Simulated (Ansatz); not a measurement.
FeO under a change: isotropic strain +0.60 %

Take FeO in the rock salt structure (space group Fm-3m, No. 225; a = 4.311 Å; ferromagnetic; relaxed with 0.1 eV smearing) as the base.

Now apply this change: the cell is scaled by 1.0060 in all directions, atoms relaxed at fixed cell.

Computed with Ansatz (a first-principles code) PBE, spin-orbit coupling left out. Settings: 23×23×23 k-points, 0.1 eV Fermi–Dirac smearing.

The volume per atom increases by 0.18 Å³, from 10.01 Å³ to 10.19 Å³ and the space group remains Fm-3m (No. 225). The shortest interatomic distance increases by 0.013 Å, from 2.155 Å to 2.168 Å and the energy grows by 1.8 meV/atom. The band gap is still zero and the magnetic state remains ferromagnetic. The largest site moment is still 3.45 μB.

Stability against distortions was not tested. No Hubbard U is applied and the magnetic state is the run's own (FeO ferromagnetic); small cells can't hold the antiferromagnetic order that many such compounds have, so gaps and moments can be off. In its common phase, real FeO is an antiferromagnetic insulator at low temperature.
